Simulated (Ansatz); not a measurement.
System: hexagonal WC. Method: LDA (PAW; Ansatz, a program for electronic structure).

Numerical settings: plane-wave cutoff 520 eV, 24×24×22 k mesh (along the axes of the cell as run), Fermi–Dirac smearing 0.057 eV (set by the program), no spin polarisation, scalar-relativistic PAW data made under PBE.

Computed at the level's own relaxed cell.

Hill averages of the elastic tensor: K = 423.1 GPa, G = 304.3 GPa. Volume 10.127 Å³/atom, mean atomic mass 97.925 u.

Work out the density, the sound velocities of a polycrystal and the elastic Debye temperature, and Pugh's ratio at this level.

ρ = 1.66054 × 97.925/10.127 = 16.057 g/cm³. v_l = √[(K + 4G/3)/ρ] = 7.185 km/s and v_t = √(G/ρ) = 4.353 km/s. The mean follows from 3/v_m³ = 1/v_l³ + 2/v_t³: v_m = 4.811 km/s. Θ_D = (ħ/k_B) v_m (6π²/V)^(1/3) = 76.38 K Å s/km × 4.811 × 1.8016 Å⁻¹ = 662 K, counting all atoms of the cell. K/G = 1.39, to be set beside Pugh's rough bound of 1.75 between brittle and ductile metals.
